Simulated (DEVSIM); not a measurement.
System: Mo/SiO2/n-Si capacitor, at 300 K.

```
layer (left to right)  material  thickness (nm)  Nd (cm⁻³)
---------------------  --------  --------------  ---------
1                          SiO2            39.0          -
2                            Si           11000     2.5e15
```

Metal gate on the left, work function 4.6 eV. Fixed charge at the semiconductor interface -2.6e10 cm⁻² (in units of +e); no interface traps.

The device is made up for the run: typed textbook-type constants, with dimensions and the other settings drawn at random. Values at 300 K.

| parameter | SiO2 | Si |
|---|---|---|
| gap (eV) | 9 | 1.124 |
| affinity (eV) | 0.9 | 4.05 |
| permittivity | 3.9 | 11.7 |
| Nc (cm⁻³) | - | 2.86e19 |
| Nv (cm⁻³) | - | 3.1e19 |

DEVSIM, 1D Poisson equation in equilibrium, Boltzmann statistics, complete ionisation; no quantum confinement or tunnelling. Metal contacts follow the ideal Schottky-Mott rule: no Fermi-level pinning, no interface dipoles.

Base results: capacitance of the dielectric stack (μF/cm²) 0.0885; flat-band voltage (V) 0.36; threshold voltage (band bending 2φF) (V) -0.54; minimum of the low-frequency capacitance (μF/cm²) 0.0167.

Q: What follows from this one change: SiO2 thickness 0.039 → 0.016 μm?

A: capacitance of the dielectric stack 0.0885 → 0.216 μF/cm²; flat-band voltage 0.36 → 0.33 V; threshold voltage (band bending 2φF) -0.54 → -0.42 V; minimum of the low-frequency capacitance 0.0167 → 0.0188 μF/cm².

Q: What follows from this one change: gate work function 4.6 → 4.75 eV?

A: capacitance of the dielectric stack little changed (0.0885 μF/cm²); flat-band voltage 0.36 → 0.51 V; threshold voltage (band bending 2φF) -0.54 → -0.39 V; minimum of the low-frequency capacitance little changed (0.0168 μF/cm²).

Q: What follows from this one change: interface trap density 0 → 1e+11 cm^-2 eV^-1?

A: capacitance of the dielectric stack little changed (0.0885 μF/cm²); flat-band voltage 0.36 → 0.41 V; threshold voltage (band bending 2φF) -0.54 → -0.60 V; minimum of the low-frequency capacitance 0.0167 → 0.0260 μF/cm².
